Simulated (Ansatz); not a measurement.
Response to strain in hypothetical zinc blende LaN

Take LaN in the zinc blende structure (space group F-43m, No. 216; a = 5.613 Å; a hypothetical phase, not in the database extracts checked) as the base. Axes: x, y, z lie along the cube axes.

Strains are applied to the cell and any free atomic positions relax; under biaxial strain the out-of-plane vector relaxes too.

Levels (all Ansatz, an electronic-structure program, PAW): PBE (420 eV, spin-orbit coupling left out); PBEsol (420 eV, spin-orbit coupling left out).

The base cell above is that of PBE; each level relaxes its own structures.

```json
[
 {"case": "biaxial strain −2.90 %, plane normal [001], relaxed out of plane", "shift of the gap caused by the change, PBE": "-0.04 eV", "shift of the gap caused by the change, PBEsol": "-0.04 eV"},
 {"case": "biaxial strain +0.53 %, plane normal [111], relaxed out of plane", "shift of the gap caused by the change, PBE": "-0.01 eV", "shift of the gap caused by the change, PBEsol": "-0.01 eV"},
 {"case": "isotropic strain −4.23 %", "shift of the gap caused by the change, PBE": "+0.04 eV", "shift of the gap caused by the change, PBEsol": "0.00 eV"},
 {"case": "isotropic strain +4.73 %", "shift of the gap caused by the change, PBE": "-0.12 eV", "shift of the gap caused by the change, PBEsol": "-0.08 eV"},
 {"case": "tensor shear ε_xy = +3.09 %", "shift of the gap caused by the change, PBE": "-0.04 eV", "shift of the gap caused by the change, PBEsol": "-0.05 eV"},
 {"case": "tensor shear ε_yz = −1.06 %", "shift of the gap caused by the change, PBE": "-0.02 eV", "shift of the gap caused by the change, PBEsol": "-0.02 eV"}
]
```

The two levels differ by at most about 0.04 eV. Near ties aside, they put the cases in the same order.

Whether these cells are dynamically stable was not tested.
